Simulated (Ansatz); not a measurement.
# Mo2N: pressure series

Consider Mo2N (space group R-3m, No. 166; a cell from a computed database, its experimental status unchecked).

```
CELL_PARAMETERS angstrom
      1.43698     0.82964     4.92556
     -1.43698     0.82964     4.92556
      0.00000    -1.65929     4.92556
ATOMIC_POSITIONS crystal
  Mo 0.24324 0.24324 0.24324
  Mo 0.75676 0.75676 0.75676
  N  0.00000 0.00000 0.00000
```

Cell and atoms are relaxed at each pressure.

Method: PBEsol (Ansatz, a quantum-chemistry and plane-wave program, PAW, without spin-orbit coupling).

Two rows of this table had their results exchanged by mistake.

```csv
pressure,volume per atom (Å³),shortest distance (Å),band gap
pressure 0.3 GPa,11.73,2.127,zero
pressure 0.7 GPa,11.72,2.126,zero
pressure 1.5 GPa,11.69,2.125,zero
pressure 3 GPa,11.64,2.122,zero
pressure 5 GPa,11.42,2.110,zero
pressure 7.5 GPa,11.49,2.114,zero
pressure 10 GPa,11.57,2.118,zero
```

### Question
Which two?

### Answer
The rows for pressure 5 GPa and pressure 10 GPa: the volume has to fall steadily with pressure, so 11.57 Å³ belongs to pressure 5 GPa and 11.42 Å³ to pressure 10 GPa.

Load acts through the strain it causes; cell and atoms are relaxed under it. No phonon test of stability was made. No other phases were tried under pressure. All final runs are without spin polarisation. An odd electron count without spin: Mo2N.
